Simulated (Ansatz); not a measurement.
Consider Ni in the fcc (Cu type) structure (space group Fm-3m, No. 225; ferromagnetic).

```yaml
crystal:
  lattice:
    - [0.00000, 1.73907, 1.73907]
    - [1.73907, 0.00000, 1.73907]
    - [1.73907, 1.73907, 0.00000]
  atoms:
    - { symbol: Ni, position: [0.00000, 0.00000, 0.00000] }
```

The values are results of DFT with r2SCAN, PAW potentials and a 500 eV plane-wave cutoff in Ansatz (a first-principles code), no spin-orbit coupling, not measurements.

Before the change:

- Volume per atom = 10.52 Å³

It is then changed as follows: every Ni is replaced by Sb; the structure is relaxed again.

Problem. Estimate the effect on the volume per atom.

Solution. The volume per atom grows by 16.69 Å³, from 10.52 Å³ to 27.21 Å³.

The magnetic state is the one reached from the starting moments; the real material's order can differ, and small cells can't hold many antiferromagnetic ones. Whether these cells are dynamically stable was not tested. This is not the structure that Sb has at room temperature and ambient pressure.
